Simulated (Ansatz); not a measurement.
# Point defect Ta vacancy + N interstitial in bcc Ta

Computed with PBE, PAW (plane waves to 420 eV; Ansatz, a quantum-chemistry and plane-wave program). Set-up: 54-site cell; 4×4×4 shifted k-points; start: the Ta site; off centre in the vacancy; no spin–orbit coupling; energies good to tenths of an eV; the relaxation kept the symmetry of the starting site; relaxed from one start, so a lower configuration may exist.

Neighbours after relaxation, in Å: of the emptied site: N 1.57, Ta 2.65, Ta 2.65, Ta 2.65, Ta 2.66; of the N atom: Ta 2.12, Ta 2.13, Ta 2.13, Ta 2.13, Ta 2.13.

Formation energies E_f are those of the neutral cell. Chemical conditions: impurity bounded by its compound with the host (Δμ(Ta) = 0.00 eV, Δμ(N) = -2.74 eV, bounded by Ta2N (P-31m); only phases computed here count, gases as isolated molecules at 0 K). Reference phases: N: N2 molecule in a box, Ta: bcc Ta.

| charge | moment (μB) | point group | largest move off a lattice site (Å) | E_f, impurity bounded by its compound with the host (eV) |
|---|---|---|---|---|
| 0 | not spin-polarised | C4v | 0.38 | 2.82 |

Point groups are those of the whole cell at tolerances of 0.03 and 0.1 Å ("near" where only the looser one holds); none is given for unsettled states.
